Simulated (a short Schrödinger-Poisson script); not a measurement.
Structure: gated In0.52Al0.48As/In0.53Ga0.47As modulation-doped gas in a quantum well, at 20 K.

```csv
layer,material,thickness (nm),Nd (cm⁻³),Na (cm⁻³)
1,In0.52Al0.48As,20,-,-
2,In0.52Al0.48As,40,6e17,-
3,In0.52Al0.48As,20,-,-
4,In0.53Ga0.47As,15,-,-
5,In0.52Al0.48As,4000,-,2e15
```

The device is made up for the run: typed textbook-type constants, with dimensions and the other settings drawn at random. In0.52Al0.48As: permittivity 12.5, conduction-band edge (eV) 0.52, gap (eV) 1.45, electron mass (mₑ) 0.075, Nv at 300 K (cm⁻³) 1.1e19. In0.53Ga0.47As: permittivity 13.9, conduction-band edge (eV) 0, gap (eV) 0.74, Nv at 300 K (cm⁻³) 7.7e18.

Channel valleys (confinement mass, in-plane density-of-states mass, number): Γ 0.041, 0.041, 1. At the gate the conduction-band edge of layer 1 lies 0.65 eV − eVg above the Fermi level of the channel; the field vanishes at the back. Donor level 0.006 eV below the band edge. The barrier under the gate holds no holes. Gaps are held at their typed values at every temperature. Mesh 0.08 nm at interfaces.

Solved with a short Schrödinger-Poisson script written for these runs: 1D Poisson equation in equilibrium, electrons quantum, Hartree plus LDA exchange-correlation (BenDaniel-Duke, 40 states a valley, the channel's in-plane mass for all, wave functions free to enter the barrier), parabolic valleys, classical holes, donors ionised by Fermi statistics, acceptors fully, no traps, pinning or gate leakage.

The same stack at other levels of the model or other numerical settings:

| run | sheet density of all electrons at Vg = 0.4 V (cm⁻²) | sheet density of all electrons at Vg = -0.6 V (cm⁻²) | capacitance at Vg = 0.4 V (μF/cm²) | centroid of the channel electrons at Vg = 0.4 V (nm) | rough cost against the base |
|---|---|---|---|---|---|
| base | 8.01e11 | 3.45e11 | 0.357 | 5.82 | about 1 |
| electrons treated as classical, Boltzmann | 9.98e11 | 4.00e11 | 0.357 | 0.42 | 0.01 |
| electrons treated as classical, Fermi-Dirac | 8.21e11 | 3.54e11 | 0.357 | 5.00 | 0.06 |
| electrons treated as quantum, Hartree | 7.84e11 | 3.38e11 | 0.357 | 5.89 | 0.6 |
| mesh six times as coarse | 8.01e11 | 3.44e11 | 0.357 | 5.81 | 0.2 |
| one subband a valley | 8.01e11 | 3.45e11 | 0.357 | 5.82 | 0.2 |

The classical rows ignore confinement, and Boltzmann statistics overrate the density once the band edge passes the Fermi level.
